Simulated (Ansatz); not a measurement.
**ZnS, pressure series**

The parent structure is ZnS in the wurtzite structure (space group P6_3mc, No. 186; a = 3.806 Å, c = 6.245 Å).

Cell and atoms are relaxed at each pressure.

Level of theory: r2SCAN in Ansatz (plane waves to 500 eV, PAW, no spin-orbit coupling).

Candidates:
(a) pressure 5 GPa
(b) pressure 7.5 GPa
(c) pressure −1 GPa
(d) pressure 1.5 GPa

For the base:

| Quantity | Result |
|---|---|
| Band gap | 2.78 eV |

Question: Order them by band gap, highest first.

Answer: (b) pressure 7.5 GPa (3.15 eV), (a) pressure 5 GPa (3.04 eV), (d) pressure 1.5 GPa (2.86 eV), (c) pressure −1 GPa (2.72 eV)

Load acts through the strain it causes; cell and atoms are relaxed under it. Stability against distortions was not tested. Tetrahedral semiconductors of this kind turn to denser phases somewhere between about 1 and 50 GPa; those were not computed, so compressed cells here can lie past the real transition.

Ansatz is a program for electronic structure.
